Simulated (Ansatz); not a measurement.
# SiS2 (space group I-42d, No. 122)

```cif
data_S4Si2
_chemical_formula_sum 'Si2 S4'
_space_group_name_H-M_alt 'P 1'
_space_group_IT_number 1
_cell_length_a 5.85942
_cell_length_b 5.85942
_cell_length_c 5.85942
_cell_angle_alpha 123.398
_cell_angle_beta 123.398
_cell_angle_gamma 84.209
loop_
_space_group_symop_operation_xyz
  'x, y, z'
loop_
_atom_site_label
_atom_site_type_symbol
_atom_site_fract_x
_atom_site_fract_y
_atom_site_fract_z
_atom_site_occupancy
Si1 Si 0.75000 0.25000 0.50000 1
Si2 Si 0.00000 0.00000 0.00000 1
S1 S 0.09259 0.12500 0.46759 1
S2 S 0.87500 0.34259 0.96759 1
S3 S 0.65741 0.62500 0.53241 1
S4 S 0.37500 0.90741 0.03241 1
```

All numbers come from DFT with r2SCAN, PAW potentials and a 500 eV plane-wave cutoff in Ansatz (a program for electronic structure), no spin-orbit coupling, earlier PAW set. k-mesh 8×8×8 (Γ-centred); smearing 0.05 eV (Fermi–Dirac).

```json
{
 "volume_per_atom": "22.37 Å³",
 "density": "2.28 g/cm³",
 "band_gap": "3.54 eV, indirect, S → Γ",
 "electron_mass": "0.38 mₑ along c, 0.61 mₑ across",
 "total_energy": "-817.637 eV/atom (σ→0; compares only within this code and set-up)"
}
```

Effective masses come from finite differences of ±0.01 Å⁻¹. No phonon test of stability was made.
